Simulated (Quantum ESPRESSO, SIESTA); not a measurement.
A SIESTA input for a self-consistent single point of InPd3 (I4/mmm, 4 atoms in the cell) (DFT, GGA PBEsol, numerical atomic orbitals DZP, PseudoDojo PBEsol standard norm-conserving potentials (rewritten from UPF to PSML)):

```
# files in the folder: In.psml Pd.psml (PseudoDojo PBEsol standard)
SystemName  InPd3
SystemLabel siesta

NumberOfAtoms                4
NumberOfSpecies              2
%block ChemicalSpeciesLabel
  1 49 In
  2 46 Pd
%endblock ChemicalSpeciesLabel
LatticeConstant              1.0 Ang
%block LatticeVectors
    -2.066155000    2.066155000    3.759500000
     2.066155000   -2.066155000    3.759500000
     2.066155000    2.066155000   -3.759500000
%endblock LatticeVectors
AtomicCoordinatesFormat      Bohr
%block AtomicCoordinatesAndAtomicSpecies
     0.000000000    0.000000000    0.000000000  1
     0.000000000    3.904467081    3.552212683  2
     3.904467081    0.000000000    3.552212683  2
     0.000000000    0.000000000    7.104425366  2
%endblock AtomicCoordinatesAndAtomicSpecies

XC.functional                GGA
XC.authors                   PBEsol
PAO.BasisSize                DZP
PAO.EnergyShift              0.005 Ry
MeshCutoff                   350 Ry
%block kgrid.MonkhorstPack
    9   0   0  0.0
    0   9   0  0.0
    0   0   9  0.0
%endblock kgrid.MonkhorstPack
OccupationFunction           FD
ElectronicTemperature        1160.45 K

MaxSCFIterations             150
SCF.Mixer.Method             Pulay
SCF.Mixer.Weight             0.2
SCF.Mixer.History            6
SCF.DM.Tolerance             1.0E-04
Diag.ParallelOverK           true
WriteForces                  true
```

### Question
Translate this input to Quantum ESPRESSO.

### Answer
This is the input that was run; spellings and numerical settings could be chosen otherwise.

```fortran
&control
   calculation = 'scf'
   prefix = 'pwscf'
   outdir = './tmp/'
   pseudo_dir = './'
   tprnfor = .true.
   tstress = .true.
/
&system
   ibrav = 0
   nat = 4
   ntyp = 2
   ecutwfc = 40
   ecutrho = 320
   occupations = 'smearing'
   smearing = 'fd'
   degauss = 0.0073499
/
&electrons
   conv_thr = 1e-10
/
ATOMIC_SPECIES
In   114.8180  in_pbesol_v1.4.uspp.F.UPF
Pd   106.4200  pd_pbesol_v1.4.uspp.F.UPF
ATOMIC_POSITIONS crystal
In    0.0000000000    0.0000000000    0.0000000000
Pd    0.7500000000    0.2500000000    0.5000000000
Pd    0.2500000000    0.7500000000    0.5000000000
Pd    0.5000000000    0.5000000000    0.0000000000
K_POINTS automatic
9 9 9  0 0 0
CELL_PARAMETERS angstrom
  -2.0661550000     2.0661550000     3.7595000000
   2.0661550000    -2.0661550000     3.7595000000
   2.0661550000     2.0661550000    -3.7595000000
```

Basis settings and potentials, where a program has them, do not carry over. This input uses DFT, PBEsol, plane waves, GBRV 1.5 ultrasoft (PBESOL) pseudopotentials. Both were run: pressure -2.88 GPa in SIESTA and -4.44 in Quantum ESPRESSO.

On SIESTA: the starting cell comes from a database of computed structures (which also holds hypothetical and non-ambient phases and stackings), without a prior relaxation at this level. Spin polarisation is off. Values carry the incompleteness of an atom-centred basis.

On Quantum ESPRESSO: the starting cell comes from a database of computed structures (which also holds hypothetical and non-ambient phases and stackings), without a prior relaxation at this level. Spin polarisation is off. With a pressure of about -4 GPa the cell is away from its equilibrium volume at this level.
